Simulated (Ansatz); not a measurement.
BaZrO3 under a change: uniaxial strain ε_zz = −3.00 %

Consider BaZrO$_{3}$ in the cubic perovskite structure (space group Pm-3m, No. 221; a = 4.181 Å). Axes: x, y, z lie along the cube axes.

It is then changed as follows: the cell is compressed by 3.00 % along z with no lateral relaxation; the atoms relax in the strained cell.

Computed with Ansatz (an electronic-structure program), PBEsol, PAW, cutoff 420 eV, without spin-orbit coupling. k-mesh 8×8×8 (Γ-centred); smearing 0.05 eV (Fermi–Dirac).

```json
[
 {"quantity": "volume per atom", "base": "14.61 Å³", "changed": "14.18 Å³", "shift": "-0.438 Å³"},
 {"quantity": "shortest interatomic distance", "base": "2.090 Å", "changed": "2.028 Å", "shift": "-0.0627 Å"},
 {"quantity": "energy relative to the base (free energy F)", "base": "0 meV/atom", "changed": "+15 meV/atom", "shift": "+15 meV/atom"},
 {"quantity": "pressure (mean of the normal stresses, compression positive)", "base": "-0.01 GPa", "changed": "5.58 GPa", "shift": "+5.581 GPa"},
 {"quantity": "band gap (an upper bound: an edge found on the path is not a true extremum; the base alone)", "base": "3.17 eV", "changed": "3.12 eV", "shift": "-0.05 eV"},
 {"quantity": "stress (xx, yy, zz, yz, xz, xy; compression positive)", "base": "–", "changed": "(2.66, 2.66, 11.40, 0.00, 0.00, 0.00) GPa", "shift": "–"}
]
```

Final structure:

```yaml
crystal:
  lattice:
    - [4.18064, 0.00000, 0.00000]
    - [0.00000, 4.18064, 0.00000]
    - [0.00000, 0.00000, 4.05523]
  atoms:
    - { symbol: Ba, position: [0.00000, 0.00000, 0.00000] }
    - { symbol: Zr, position: [0.50000, 0.50000, 0.50000] }
    - { symbol: O, position: [0.50000, 0.00000, 0.50000] }
    - { symbol: O, position: [0.00000, 0.50000, 0.50000] }
    - { symbol: O, position: [0.50000, 0.50000, 0.00000] }
```

Semilocal Kohn–Sham gaps tend to fall short of experiment. Stability against distortions was not tested.
